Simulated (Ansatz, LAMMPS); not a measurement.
## Σ99 (771) [1-10] symmetric tilt, annealed from start 1, in Ge (diamond structure)

Cell 40.53 × 16.29 × 27.35 Å, Ge736, 736 atoms. Prepared with Tersoff's 1989 multicomponent potential (SiCGe.tersoff) run with LAMMPS: 40 ps at 1300 K, cooling over 40 ps and minimisation with the cell free along the normal, at the potential's lattice parameter; then scaled to the PBE one. 

Computed with PBE, support functions at accuracy medium on the grid of 370 eV (norm-conserving potentials; Ansatz, an electronic-structure program).

Basis: localised support functions (accuracy medium) on a full density matrix. k-points: zone centre alone; occupations: Fermi-Dirac, 0.020 eV; spin polarisation not allowed. Spin-orbit coupling is left out.

* **energy over the perfect crystal(s), per atom**: 73 meV/atom
* **boundary energy (mean of two; the reference samples k-space alike but not identically)**: 0.65 J/m²
* **electronic character of the cell**: no gap resolved at this smearing
* **coordination (neighbours within 2.977 Å)**: 100.0 % 4-fold
* **Ge-Ge bonds, mean ± spread**: 2.503 ± 0.049 Å
* **bond angles, mean ± spread**: 109.3° ± 8.7°
* **pressure**: 0.36 GPa
* **cost of the final run**: roughly 70 core-minutes, 14 SCF iterations, 15 GiB
